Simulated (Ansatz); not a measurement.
GaN (model structure, P6₂22, No. 180, 6 atoms in the cell) was calculated with dielectric-dependent PBEsol hybrid (Ansatz, a program for electronic structure, plane waves, PAW).

Settings: plane-wave cutoff 460 eV, 9×9×4 k mesh (along the axes of the cell as run), Fermi–Dirac smearing 0.01 eV, scalar-relativistic PAW data made under PBE.

Cell (relaxed with PBEsol):

```
GaN
1.0
    3.12517     0.00000     0.00000
   -1.56259     2.70648     0.00000
    0.00000     0.00000     7.35852
Ga N
3 3
Cartesian
  1.56283   0.00000   4.90568
 -0.78142   1.35345   2.45284
  0.78117   1.35303   0.00000
  1.56267   0.00000   1.22642
 -0.78134   1.35331   6.13210
  0.78125   1.35317   3.67926
```

What does this level give for the band gap?


- band gap: 2.40 eV (on the SCF k mesh)

Note: the relaxation could raise the start's symmetry but not lower it, so the cell can be a saddle point; cell and atoms aren't relaxed at this level (pressure -3.0 GPa).

Spin–orbit coupling is not included.

Computed values are for the static lattice.

The result took around 13 core-minutes (rough).

A model structure was made by putting elements into a prototype or built by hand; it is no filed structure, need not be a known phase, and can be a saddle point held by its symmetry.
